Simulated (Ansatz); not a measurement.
The starting structures come from a database of crystals and need not be the phases stable at ambient conditions.

The decay constant κ of evanescent states in the gap governs leakage through a thin film.

Here is the system:

```
NaNbSe2
1.0
    6.19122     0.00000     0.00000
    0.00000    14.80996     0.00000
    3.09561     0.00000     1.78725
Na Nb Se
2 2 4
Cartesian
  0.00000   0.00000   0.00000
  0.00000   7.40498   0.00000
  0.00000   3.70249   0.00000
  0.00000  11.10747   0.00000
  4.12748   2.05607   0.00000
  2.06374  12.75389   0.00000
  2.06374   9.46105   0.00000
  4.12748   5.34891   0.00000
```

Space group of this cell: P6_3/mmc. The cell is taken as given; by PBEsol its mean pressure is -2.9 GPa.

Transport runs along the normal of the first two printed cell vectors, the (110) plane of the conventional cell.

No gap correction and no spin-orbit coupling; mid-gap values are interpolated between computed energies.

**Question.** Give the band gap and the smallest decay constant κ at mid-gap that PBEsol (Ansatz, a program for electronic structure) yields.

**Answer.** Gap 0.52 eV on a 16×2×16 mesh; κ = 0.163 1/Å, at the zone centre.
